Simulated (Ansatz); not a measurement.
NaCl, response to strain

Consider NaCl in the rock salt structure (space group Fm-3m, No. 225).

```
CELL_PARAMETERS angstrom
      0.00000     2.80073     2.80073
      2.80073     0.00000     2.80073
      2.80073     2.80073     0.00000
ATOMIC_POSITIONS crystal
  Na 0.00000 0.00000 0.00000
  Cl 0.50000 0.50000 0.50000
```

Strains are applied to the cell and any free atomic positions relax.

Computed with PBEsol in Ansatz (plane waves to 420 eV, PAW, without spin-orbit coupling).

Candidates:
(a) isotropic strain +3.00 %
(b) isotropic strain −2.00 %
(c) isotropic strain +0.50 %
(d) isotropic strain −0.50 %

For the base:

```
Quantity   Result
--------  -------
Band gap  5.01 eV
```

Order them by band gap, lowest first.

(a) isotropic strain +3.00 % (4.70 eV), (c) isotropic strain +0.50 % (4.96 eV), (d) isotropic strain −0.50 % (5.07 eV), (b) isotropic strain −2.00 % (5.25 eV)

Whether these cells are dynamically stable was not tested.

Ansatz is a program for electronic structure.
